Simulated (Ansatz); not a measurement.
hcp Gd, treated with PBE in Ansatz (PAW).

Excerpt of the program's output:

```
Crystal: 2 atoms, lattice volume = 66.117 Å³
Basis set: ecut = 520 eV, 1785 PW (Γ), exchange–correlation on 60×60×90 points (8 copies of the dense FFT grid, shifted against one another)
Bands: 30, of which v1, the nominal top of the filled ones, is band 18 counted from 1 (17 counted from 0)
Symmetry: 24 space group operations
Space group: P63/mmc (ITA 194), of the structure as read, at distance tolerance 4.0e-5 Å
k-points: 222 of 3240
Initial density: superposition of atomic densities (chi_scale 0.1, normalization cell)
Functional: x = pbe(κ = 0.804, μ = 0.2195149727645171), c = pbe(β = 0.06672455060314922)
spin=Collinear: Kerker preconditioning applied to the charge; magnetization (m = ρ↑ − ρ↓) channel mixes plain (no charge-response kernel on spin).
SCF 1 converged in 13 iterations: F = -18664.452844 eV  dr2 = 1.46e-11
SCF converged after 13 iterations
Magnetization: 15.3163 μB (25.6581 up, 10.3419 down)
Free energy (F): -18664.452844 eV
Internal energy: -18664.424670 eV  (E = F + TS)
E sigma→0 (E₀):  -18664.438757 eV
Fermi energy:    12.246699 eV
--- Forces (eV/Å), atoms counted from 1 ---
  atom   1  Gd    -0.00000000    -0.00000000     0.00000000
  atom   2  Gd     0.00000000     0.00000000     0.00000000
--- Stress (GPa, compression-positive) ---
        0.498321      -0.000000       0.000000
       -0.000000       0.498321       0.000000
        0.000000       0.000000       0.800901
  P = ⅓ Tr σ = 0.5992 GPa (5.992 kbar)
```

Task: Write an input file that could have produced this run (the log leaves some choices open).

Result: This is not unique; one that fits is 
Ansatz 0.2 input:
```yaml
crystal:
  lattice:
    - [1.81685, -3.146877, 0.0]
    - [1.81685, 3.146877, 0.0]
    - [0.0, 0.0, 5.7821]
  atoms:
    - { symbol: Gd, position: [0.33333333, 0.66666667, 0.25], spin: 7.0 }
    - { symbol: Gd, position: [0.66666667, 0.33333333, 0.75], spin: 7.0 }
basis:
  ecutwfc: 520
  ecutrho_ratio: 4
  xc_grid: 2
kpoints:
  mp_grid: { grid: [18, 18, 10] }
hamiltonian:
  xc: pbe
  dispersion: none
  pseudopotentials: { kind: paw }
scf:
  occupations: { method: fermi_dirac, width: 0.05 }
  convergence: { dr2_threshold: 0.0000000002 }
output:
  forces: true
  stress: true
  eigenvalues: true
magnetization:
  spin_polarized: true
```

The run is spin-polarised with parallel starting moments, which need not be the measured order.

Note: the 4f shell is treated without U or exact exchange, so its levels and filling can be wrong. Note: cell and atoms aren't relaxed at this level (pressure 0.6 GPa).

Cost on a shared machine: about 80 core-seconds (a rough figure).

Ansatz is a first-principles code.
